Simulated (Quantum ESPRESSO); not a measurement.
How far to go with the SCF threshold: CdSe (R3m, 2 atoms in the cell)

```
CELL_PARAMETERS angstrom
      2.14969    -1.24113     3.51043
      0.00000     2.48225     3.51043
     -2.14969    -1.24113     3.51043
ATOMIC_POSITIONS crystal
  Cd 0.00475 0.00475 0.00475
  Se 0.25000 0.25000 0.25000
```

Computed with LDA (PZ), PSlibrary ultrasoft (LDA) pseudopotentials (plane waves; Quantum ESPRESSO).

Base settings: ecutwfc = 45 Ry; ecutrho = 540 Ry; occupations = smearing; smearing = fermi-dirac; degauss = 0.000734986 Ry; potentials = {Cd: Cd.pz-n-rrkjus_psl.1.0.0.UPF, Se: Se.pz-n-rrkjus_psl.1.0.0.UPF}; K_POINTS = automatic 3 3 3 0 0 0; conv_thr = 1e-11 Ry; mixing_beta = 0.3.

The mesh stays at the base's, so the ladder's end is converged at best in this setting alone.

Only quantities that move along the ladder and can be compared are tabulated; the gap is left out on so coarse a mesh.

The count of work is k-points × plane waves × bands × iterations; it is no time. 

The starting cell has typed, rounded lattice constants, without a prior relaxation at this level. Its lattice was rescaled by up to half a per cent. One atom was moved a little off its site on purpose.

```csv
conv_thr,free energy less the last step's (meV/atom),count of work / last
0.0073 Ry,1.76,0.15
0.00073 Ry,0.11,0.20
7.3e-05 Ry,0.08,0.25
7.3e-06 Ry,0.02,0.40
7.3e-07 Ry,0.00,0.50
7.3e-08 Ry,0.00,0.50
7.3e-09 Ry,0.00,0.60
1e-11 Ry,0.00,0.75
7.3e-12 Ry,0.00,0.75
7.3e-14 Ry,0.00,1.0
```

Coarsest conv_thr that holds the free energy within 0.5 meV/atom of the last step, with all finer ones: 0.00073 Ry, at 0.20 of the last step's count of work; the step before is off by 1.8 meV/atom.
